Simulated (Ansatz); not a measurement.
The reference is TlBr in the CsCl type structure (space group Pm-3m, No. 221; a = 3.840 Å). Axes: x, y, z lie along the cube axes.

Level of theory: LDA (Ansatz, an electronic-structure program; PAW; 420 eV plane waves; spin-orbit coupling left out).

Before the change:

- Hole mass: 0.16 mₑ along k, 0.39 mₑ across (at X)
- Valley order: X along ⟨100⟩ 1.37 eV; R along ⟨111⟩ 1.49 eV
- Smallest direct gap: 1.37 eV

Perturbation: uniaxial strain ε_zz = +0.50 %, all other strain components held at zero; the atoms relax in the strained cell.

Question: How does this affect the hole mass?

Answer: The hole mass is still 0.16 mₑ along k, 0.39 mₑ across (at X).

Question: How does this affect the valley order?

Answer: The valley order (the lowest conduction-band minima on the path, energy above the VBM, named in the base's zone) becomes X along [010] 1.36 eV; X along [001] 1.39 eV; R along [111] 1.49 eV (base: X along ⟨100⟩ 1.37 eV; R along ⟨111⟩ 1.49 eV).

Question: What happens to the energy relative to the base?

Answer: The energy hardly moves.

Question: Estimate the effect on the smallest direct gap.

Answer: The smallest direct gap increases by 0.01 eV to 1.38 eV.

Spin-orbit coupling, missing from the scalar runs, can matter with Tl. Effective masses come from finite differences of ±0.01 Å⁻¹. Along k means along the line from Γ to the band edge. No phonon test of stability was made.
